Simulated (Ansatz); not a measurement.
Start from Sn in the diamond structure (space group Fd-3m, No. 227; a = 6.474 Å; relaxed with 0.1 eV smearing).

All numbers come from LDA, PAW, 420 eV (Ansatz, an electronic-structure program; spin-orbit coupling left out).

Before the change:

- Pressure: 0.0 GPa
- Band gap: zero

Perturbation: the cell is scaled by 1.0200 in all directions, atoms relaxed at fixed cell.

Q: How does this affect the energy relative to the base, pressure and band gap?

A: The energy increases by 16 meV/atom; the pressure goes from zero to -2.3 GPa; the band gap is still zero.

The cells carry an imposed strain or load. Stability against distortions was not tested.
